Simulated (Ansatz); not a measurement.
The reference is PbF$_{2}$ in the fluorite structure (space group Fm-3m, No. 225; a = 5.8987 Å).

Calculations: PBEsol/PAW in Ansatz (a first-principles code), no spin-orbit coupling.

Strains are applied to the cell and any free atomic positions relax.

One change was made to it. Results:

```json
[
 {"quantity": "band gap", "base": "4.31 eV", "after": "4.26 eV"},
 {"quantity": "energy relative to the base (free energy F)", "base": "0 meV/atom", "after": "+37 meV/atom"},
 {"quantity": "pressure", "base": "-0.01 GPa", "after": "8.68 GPa"}
]
```

**Question.** What was done to the base?
A) isotropic strain +3.00 %
B) isotropic strain −3.00 %
C) isotropic strain −1.50 %

**Answer.** B, isotropic strain −3.00 %. For comparison, the energy relative to the base in the other runs: isotropic strain −1.50 % gives +8.7 meV/atom; isotropic strain +3.00 % gives +30 meV/atom.

With Pb present, leaving out spin-orbit coupling can change the band edges. Stability against distortions was not tested.
